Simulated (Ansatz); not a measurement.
The reference is YB$_{6}$ (space group Pm-3m, No. 221).

```
YB6
1.0
    4.07554     0.00000     0.00000
    0.00000     4.07554     0.00000
    0.00000     0.00000     4.07554
Y B
1 6
Cartesian
  0.00000   0.00000   0.00000
  3.26531   2.03777   2.03777
  0.81023   2.03777   2.03777
  2.03777   3.26531   2.03777
  2.03777   0.81023   2.03777
  2.03777   2.03777   3.26531
  2.03777   2.03777   0.81023
```

Cartesian axes are those of the cell as printed.

The values are results of PBEsol (Ansatz, a first-principles code), without spin-orbit coupling, not measurements.

Now apply this change: an isotropic linear strain of −2.23 %; the atoms relax in the strained cell.

Task: Predict the stress tensor and what it implies for the stiffness.

Result: Stress of the strained cell less that of the base (GPa, compression positive):
```
   13.5     0.0     0.0
    0.0    13.5     0.0
    0.0     0.0    13.5
```

Then B = −ΔP/(ΔV/V₀) with ΔV/V₀ = -0.0654 gives secant stiffness values (nonlinear terms included at this strain): B ≈ 207 GPa.

As a check, the harmonic strain energy −½ V₀ Δσ:ε is 27 meV/atom; the computed energy rise is 25 meV/atom.

Whether these cells are dynamically stable was not tested. The final runs are not spin-polarised. An odd electron count without spin: YB6.
